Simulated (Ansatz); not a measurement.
System: B-vacancy pair (B on one host C site, one C site vacant) in 4H silicon carbide (charge state +1). The step: direct exchange of B with the vacancy (B-vacancy distance between ideal sites 3.09 Å throughout); the atom moves 3.04 Å along (0.33, 0.66, -0.24) of the unit cell; the moving atom starts with neighbours Si at 1.89, 2 Si at 1.91, Si at 1.94 Å and ends with Si at 1.86, 2 Si at 1.90, Si at 1.98 Å. A PBE band in Ansatz (plane-wave PAW, the Γ point alone, 72 host sites, 42 SCF runs with any check of the saddle's order, static, no finite-size correction) gives a forward barrier of 3.10 eV. The saddle point's order was not checked, and it lies on a symmetry element of the cell, where a band can be held. The charge state is imposed; whether it is stable for some Fermi level was not computed. Forms of the defect that were not tried may lie lower. The order of the sites in energy changes with the mesh.

Single points at the band's start and saddle point can refine it. Rough cost of one point, in units of the band's mean SCF on the same machine:

```
Level                                                     Cost of one point
--------------------------------------------------------  -----------------
PBE, a 2×2×2 k-point mesh shifted by half a step along c            about 7
r2SCAN at 500 eV, the Γ point alone                                 about 4
```

### Question
Which of these move the barrier by more than 0.1 eV, and how far does each move it?

### Answer
PBE, a 2×2×2 k-point mesh shifted by half a step along c: +0.51 eV; r2SCAN at 500 eV, the Γ point alone: +0.41 eV. Each functional is compared with PBE at the same k-points.

Ansatz is a first-principles code.
